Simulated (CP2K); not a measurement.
A self-consistent single point of NbRu (P1, 2 atoms in the cell) with CP2K.

Computed with LDA (Pade form), GPW, DZVP-MOLOPT-SR-GTH basis, GTH-PADE potentials (GTH_POTENTIALS) run with CP2K.

```yaml
crystal:
  lattice:
    - [3.05347, 0.00000, 0.00000]
    - [0.00000, 3.05347, 0.00000]
    - [0.00000, 0.00000, 3.42502]
  atoms:
    - { symbol: Nb, position: [0.00173, 0.00592, 0.99723] }
    - { symbol: Ru, position: [0.49827, 0.49408, 0.50277] }
```

Reference input (self-consistent single point, DFT PBEsol, GPW, DZVP-MOLOPT-SR-GTH basis, GTH-PBE potentials (GTH_POTENTIALS)): CUTOFF = 500 Ry; REL_CUTOFF = 60 Ry; SMEAR/METHOD = FERMI_DIRAC; ELECTRONIC_TEMPERATURE = 1160.45 K; KPOINTS/SCHEME = MONKHORST-PACK 8 8 7; GAMMA_CENTERED = T; XC_FUNCTIONAL = PBE:PBESOL; Nb/BASIS_SET = DZVP-MOLOPT-SR-GTH-q13; Nb/POTENTIAL = GTH-PBE-q13; Ru/BASIS_SET = DZVP-MOLOPT-SR-GTH-q16; Ru/POTENTIAL = GTH-PBE-q16; METHOD = GPW. This run's input differs from it in these lines:

```diff
@@ -44,6 +44,3 @@
     &XC
-      &XC_FUNCTIONAL
-        &PBE
-          PARAMETRIZATION PBESOL
-        &END PBE
+      &XC_FUNCTIONAL PADE
       &END XC_FUNCTIONAL
@@ -78,3 +75,3 @@
       BASIS_SET DZVP-MOLOPT-SR-GTH-q13
-      POTENTIAL GTH-PBE-q13
+      POTENTIAL GTH-PADE-q13
     &END KIND
@@ -82,3 +79,3 @@
       BASIS_SET DZVP-MOLOPT-SR-GTH-q16
-      POTENTIAL GTH-PBE-q16
+      POTENTIAL GTH-PADE-q16
     &END KIND
```

Output (repeated stretches shortened):

```
 SCF WAVEFUNCTION OPTIMIZATION

  Step     Update method      Time    Convergence         Total energy    Change
     1 NoMix/Diag. 0.30E+00      -     5.85277511      -152.3585483233 -1.52E+02
     2 Broy./Diag. 0.30E+00      -     0.13064657      -153.5360108460 -1.18E+00
     3 Broy./Diag. 0.30E+00      -     0.12782560      -152.8084253989  7.28E-01
     4 Broy./Diag. 0.30E+00      -     0.06010555      -151.8727227667  9.36E-01
     5 Broy./Diag. 0.30E+00      -     0.04664204      -151.8294438830  4.33E-02
     6 Broy./Diag. 0.30E+00      -     0.01551325      -151.8374871363 -8.04E-03
   [... 3 lines left out ...]
    10 Broy./Diag. 0.30E+00      -     0.00007393      -151.8578423538  6.74E-04
    11 Broy./Diag. 0.30E+00      -     0.00000663      -151.8577969601  4.54E-05
    12 Broy./Diag. 0.30E+00      -     0.00000331      -151.8577836835  1.33E-05
    13 Broy./Diag. 0.30E+00      -     0.00000047      -151.8577869686 -3.29E-06
  *** SCF run converged in    13 steps ***

  Overlap energy of the core charge distribution:               0.00000000000005
  Self energy of the core charge distribution:               -271.58397976491210
  Core Hamiltonian energy:                                     63.67145896477036
  Hartree energy:                                              72.90704639973761
  Exchange-correlation energy:                                -16.84963114104401
  Electronic entropic energy:                                  -0.00268142706522
  Fermi energy:                                                 0.59005367365127

  Total energy:                                              -151.85778696855868
  Total energy (extrapolated to T->0):                       -151.85644625502607

   [... lines left out ...]

 STRESS| Analytical stress tensor [bar]
 STRESS|                        x                   y                   z
 STRESS|      x       -2.10096414377E+05   6.12339221813E+01  -4.09286915608E+01
 STRESS|      y        6.12339221813E+01  -2.10700361238E+05  -1.45220871866E+02
 STRESS|      z       -4.09286915608E+01  -1.45220871866E+02  -2.08476457936E+05
 STRESS| 1/3 Trace                                            -2.09757744517E+05
```

The run converged in 13 iterations. Against the reference run the pressure goes from -6.88 to -20.98 GPa and the largest force goes from 0.154 to 0.112 eV/Å.

The starting cell comes from a database of computed structures (which also holds hypothetical and non-ambient phases and stackings), without a prior relaxation at this level. Its atoms were displaced at random from the sites of space group no. 123. Spin polarisation is off. Values carry the incompleteness of an atom-centred basis. With a pressure of about -21 GPa the cell is away from its equilibrium volume at this level.

Cost on one core of a shared machine: roughly 3 min.
